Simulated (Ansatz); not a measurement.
The starting structures come from a database of crystals and need not be the phases stable at ambient conditions.

**Evanescent states of ZrS2 (P-3m1, CdI2 type, not sure to be the ambient phase, 3 atoms a cell, 21.8 Å³ an atom, 3 GPa at this level) along the normal of (100)**

Calculation: r2SCAN (plane waves, PAW; Ansatz, a program for electronic structure).

The gap is the functional's own. No spin-orbit coupling. Mid-gap values are interpolated on the energy grid.

Energies count from the valence-band top; κ is the least over a 8×6 mesh across the current.

```tsv
E (eV)	κ (1/Å)	where
0.03	0.115	Γ
0.09	0.125	Γ
0.15	0.134	Γ
0.21	0.141	Γ
0.27	___	Γ
0.33	___	Γ
0.39	___	Γ
0.45	___	Γ
0.51	___	Γ
0.57	___	Γ
0.63	___	off Γ
0.69	___	off Γ
0.75	0.135	off Γ
0.81	0.116	off Γ
0.87	0.091	off Γ
0.93	0.052	off Γ
```

Q: Fill in the missing entries.

A: 
- 0.27, κ (1/Å): 0.148
- 0.33, κ (1/Å): 0.154
- 0.39, κ (1/Å): 0.160
- 0.45, κ (1/Å): 0.164
- 0.51, κ (1/Å): 0.169
- 0.57, κ (1/Å): 0.173
- 0.63, κ (1/Å): 0.163
- 0.69, κ (1/Å): 0.150
